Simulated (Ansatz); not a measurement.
## Effect of electrons 7.0×10^21 cm⁻³ on ZrO2

The parent structure is ZrO2 in the fluorite structure (space group Fm-3m, No. 225; a = 5.116 Å).

It is then changed as follows: electron doping at 7.0×10^21 cm⁻³ (0.234 per cell), with a uniform compensating background at fixed cell and a 300 K Fermi–Dirac width.

Calculations: Ansatz (a first-principles code), PBE, PAW, cutoff 420 eV, no spin-orbit coupling, earlier PAW set. k-mesh 20×20×20 (Γ-centred); smearing 0.0259 eV (Fermi–Dirac).

The gap between the host's bands goes up by 0.14 eV, from 3.32 eV to 3.46 eV and the gap character stays indirect, X → Γ. The valley order (the lowest conduction-band minima on the path, energy above the VBM, named in the base's zone) changes from Γ 3.32 eV; X along ⟨100⟩ 3.75 eV; a point along ⟨110⟩, about 0.8 Å⁻¹ from Γ 3.76 eV; L along ⟨111⟩ 3.94 eV to Γ 3.46 eV; X along ⟨100⟩ 3.82 eV; a point along ⟨110⟩, about 0.8 Å⁻¹ from Γ 3.88 eV; L along ⟨111⟩ 4.09 eV and the Fermi level relative to the doped band's edge (positive inside the band; to 0.05 eV) amounts to +0.45 eV.

Cost of the whole job for the changed cell (relaxation, final SCF and bands): around 8 core-seconds (rough).

Charged cell with a jellium background: band edges are those of the host's band count, energies are not comparable with the neutral cell, and many-body gap narrowing is missing. Whether these cells are dynamically stable was not tested. This is not the structure that ZrO2 has at room temperature and ambient pressure.
